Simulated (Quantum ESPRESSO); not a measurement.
Short convergence ladders for Ta3W (I4mm, 4 atoms in the cell)

```yaml
crystal:
  lattice:
    - [2.29869, -2.29869, 3.25084]
    - [2.29869, 2.29869, 3.25084]
    - [-2.29869, -2.29869, 3.25084]
  atoms:
    - { symbol: Ta, position: [0.50000, 0.75000, 0.25000] }
    - { symbol: Ta, position: [0.50000, 0.25000, 0.75000] }
    - { symbol: Ta, position: [0.01538, 0.49231, 0.49231] }
    - { symbol: W, position: [0.00000, 0.00000, 0.00000] }
```

Base method: LDA (PZ), GBRV 1.5 ultrasoft (LDA) pseudopotentials (plane waves; Quantum ESPRESSO 7.5).

Base settings: ecutwfc = 40 Ry; ecutrho = 320 Ry; occupations = smearing; smearing = gauss; degauss = 0.0073499 Ry; potentials = {Ta: ta_lda_v1.uspp.F.UPF, W: w_lda_v1.2.uspp.F.UPF}; K_POINTS = automatic 3 3 3 0 0 0; conv_thr = 1e-10 Ry.

The count of work is k-points × plane waves × bands × iterations; it is no time. 

**The plane-wave cutoff**

Moved along: ecutrho.

The second cell is the first with its lattice scaled by 0.98.

The mesh stays at the base's, so the ladder's end is converged at best in this setting alone.

Only quantities that move along the ladder and can be compared are tabulated.

| ecutwfc | free energy less the last step's (meV/atom) | energy of the compressed cell less the first (meV/atom) | pressure (GPa) | largest difference of a force vector from the last step's (eV/Å) | count of work / last |
|---|---|---|---|---|---|
| 14 Ry | 12622.20 | -152.81 | -397.36 | 0.220 | 0.061 |
| 22 Ry | 446.18 | 54.88 | -30.28 | 0.014 | 0.12 |
| 36 Ry | 105.44 | 8.42 | -8.84 | 0.003 | 0.25 |
| 40 Ry | 60.57 | 10.00 | -8.63 | 0.001 | 0.29 |
| 48 Ry | 13.86 | 9.45 | -6.95 | 0.001 | 0.39 |
| 96 Ry | 0.00 | 9.43 | -6.24 | 0.000 | 1.0 |

Coarsest ecutwfc that holds the free energy within 5 meV/atom: not settled: the last two steps still differ by 14 meV/atom, over half the tolerance, so the ladder does not show it.

Coarsest ecutwfc that holds the energy of the compressed cell less the first within 0.5 meV/atom of the last step, with all finer ones: 48 Ry, at 0.39 of the last step's count of work; the step before is off by 0.57 meV/atom.

Coarsest ecutwfc that holds the forces within 0.02 eV/Å of the last step, with all finer ones: 22 Ry, at 0.12 of the last step's count of work; the step before is off by 0.22 eV/Å.

At the lowest cutoff the pressure lies 391 GPa under the last step's, the usual sign of Pulay stress in an incomplete plane-wave basis.

**The cutoff for other potential files**

Level: DFT, LDA (PZ), plane waves, PSlibrary PAW (LDA, semicore) pseudopotentials.

In this ladder: pseudopotentials = {Ta: Ta.pz-spfn-kjpaw_psl.1.0.0.UPF, W: W.pz-spfn-kjpaw_psl.1.0.0.UPF}. Moved along: ecutrho.

The mesh stays at the base's, so the ladder's end is converged at best in this setting alone.

Only quantities that move along the ladder and can be compared are tabulated.

| ecutwfc | free energy less the last step's (meV/atom) | pressure (GPa) | largest difference of a force vector from the last step's (eV/Å) | count of work / last |
|---|---|---|---|---|
| 27 Ry | 8873.27 | -368.97 | 0.085 | 0.099 |
| 33 Ry | 2030.01 | -115.81 | 0.014 | 0.13 |
| 42 Ry | 247.52 | -13.89 | 0.002 | 0.19 |
| 51 Ry | 130.72 | -9.99 | 0.001 | 0.28 |
| 60 Ry | 49.59 | -8.65 | 0.001 | 0.36 |
| 72 Ry | 21.26 | -6.78 | 0.000 | 0.47 |
| 120 Ry | 0.00 | -6.59 | 0.000 | 1.0 |

Coarsest ecutwfc that holds the forces within 0.005 eV/Å of the last step, with all finer ones: 42 Ry, at 0.19 of the last step's count of work; the step before is off by 0.014 eV/Å.

Coarsest ecutwfc that holds the free energy within 5 meV/atom: not settled: the last two steps still differ by 21 meV/atom, over half the tolerance, so the ladder does not show it.

Coarsest ecutwfc that holds the pressure within 1 GPa of the last step, with all finer ones: 72 Ry; the step before is off by 2.1 GPa.

At the lowest cutoff the pressure lies 362 GPa under the last step's, the usual sign of Pulay stress in an incomplete plane-wave basis.

**The relaxed cell against the cutoff**

On Ta3W (Fm-3m, 4 atoms in the cell): atoms on their sites.

In this ladder: calculation = vc-relax; tprnfor = default; tstress = default. Moved along: ecutrho.

The mesh stays at the base's, so the ladder's end is converged at best in this setting alone.

Only quantities that move along the ladder and can be compared are tabulated.

```csv
ecutwfc,relaxed volume (Å³/atom),relaxation steps
20 Ry,15.150,2
24 Ry,16.386,3
28 Ry,16.722,3
40 Ry,16.600,3
60 Ry,16.741,3
80 Ry,16.739,3
```

Coarsest ecutwfc that holds the relaxed volume within 0.033 Å³/atom of the last step, with all finer ones: 60 Ry; the step before is off by 0.14 Å³/atom.

At the lowest cutoff the cell relaxes to a volume 9.5 % smaller than at the highest.

On the base run: the starting cell comes from a database of computed structures (which also holds hypothetical and non-ambient phases and stackings), without a prior relaxation at this level. Its lattice was rescaled by up to half a per cent. One atom was moved a little off its site on purpose. Spin polarisation is off. Without a gap this mesh is coarse (it stands for a supercell whose shortest vector is 14 Å).
